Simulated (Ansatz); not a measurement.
Consider CdTe in the zinc blende structure (space group F-43m, No. 216; a = 6.558 Å). Axes: x, y, z lie along the cube axes.

Structures relaxed with DFT with r2SCAN, PAW potentials and a 500 eV plane-wave cutoff in Ansatz (a first-principles code), no SOC.

Base:

Simulated powder pattern, Cu Kα1, λ = 1.54056 Å (kinematic, ideal powder, no thermal factors, no anomalous dispersion; the 14 strongest lines at most, above 2 %, up to 2θ = 90°):

```csv
2θ (°),I/Imax (%),hkl
23.48,100,(111)
38.81,80,(220)
45.86,49,(311)
56.05,13,(400)
61.60,20,(331)
70.26,27,(422)
75.23,15,(511)
83.28,8.4,(440)
88.04,15,(531)
```

After one change:

Simulated powder pattern, Cu Kα1, λ = 1.54056 Å (kinematic, ideal powder, no thermal factors, no anomalous dispersion; the 14 strongest lines at most, above 2 %, up to 2θ = 90°):

| 2θ (°) | I/Imax (%) |
|---|---|
| 23.09 | 49 |
| 23.53 | 100 |
| 23.59 | 50 |
| 38.32 | 27 |
| 38.51 | 27 |
| 38.52 | 27 |
| 38.96 | 26 |
| 39.01 | 26 |
| 39.14 | 26 |
| 45.19 | 9.2 |
| 45.26 | 9.1 |
| 45.52 | 9.0 |
| 45.79 | 16 |
| 55.70 | 8.9 |

**Question.** What was done to the base?
A. strain tensor (xx, yy, zz, yz, xz, xy) = (+0.30, +0.59, −0.34, +0.62, −0.80, −0.81) %
B. isotropic strain −1.09 %
C. tensor shear ε_yz = −3.18 %
D. biaxial strain +0.79 %, plane normal [110], relaxed out of plane

**Answer.** A, strain tensor (xx, yy, zz, yz, xz, xy) = (+0.30, +0.59, −0.34, +0.62, −0.80, −0.81) %. Its volume per atom is 35.44 Å³ against 35.25 Å³, and its space group is P1 (No. 1).

A biaxial case was relaxed in a doubled cell and then solved in the primitive one. Stability against distortions was not tested.
